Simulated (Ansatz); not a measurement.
System: In-vacancy pair (In on one host Zr site, one O site vacant) in cubic BaZrO3 (charge state +1). All values below come from PBE, PAW (plane waves to 420 eV; Ansatz, a quantum-chemistry and plane-wave program).

60-site cell at the relaxed PBE lattice, the Γ point alone, smearing 0.01 eV, spin-restricted, no finite-size correction. No zero-point or tunnelling terms. Spin-orbit coupling is left out. The host phase is not the lowest at 0 K, so the defect can set off distortions of the whole cell. The charge state is imposed; whether it is stable for some Fermi level was not computed. Forms of the defect that were not tried may lie lower.

Barriers: single points on a 2×2×2 k-point mesh shifted by half a step at the bands' geometries (they differ from the bands' own by up to 0.22 eV, and are uncertain by about as much).

The step: a nearby O atom hops onto the vacant site (In-vacancy distance between ideal sites 2.11 → 4.73 Å). Atoms about the jump, Cartesian Å from the middle of the jump, before and after:

```
atom     x0     y0     z0     x1     y1     z1
----  -----  -----  -----  -----  -----  -----
O1     0.01  -0.80  -0.93  -0.01   0.80   0.93
Zr2   -0.01  -1.30   1.18   0.02  -1.20   1.32
Ba3   -2.23   0.92  -0.96  -2.09   0.97  -0.93
Ba4    2.21   0.91  -0.96   2.16   0.96  -0.99
In5   -0.01   3.11   1.17   0.03   3.01   1.10
O6    -2.07  -0.86   1.09  -2.04  -1.22   0.81
O7     2.07  -0.86   1.09   2.07  -1.19   0.85
O8     0.02   2.75  -0.95  -0.03   3.06  -1.02
O9     0.00  -0.86   3.13   0.00  -1.03   3.27
O10    0.04   0.99  -3.44  -0.08   0.93  -2.92
O11   -2.14   3.05   1.11  -2.15   3.04   1.18
O12    2.14   3.04   1.12   2.19   3.01   1.14
```

Question: Predict the transition state.

Answer: 
```
atom      x      y      z
----  -----  -----  -----
O1     0.01   0.37   0.17
Zr2    0.03  -1.23   1.29
Ba3   -2.11   1.01  -1.06
Ba4    2.17   1.00  -1.07
In5    0.02   3.06   1.03
O6    -2.11  -1.19   1.39
O7     2.14  -1.20   1.38
O8    -0.02   3.01  -1.08
O9     0.02  -0.80   3.27
O10   -0.11   0.96  -3.13
O11   -2.13   2.98   1.12
O12    2.16   3.00   1.10
```
It lies 0.60 eV above the start and 0.16 eV above the end. The saddle point's order was not checked.
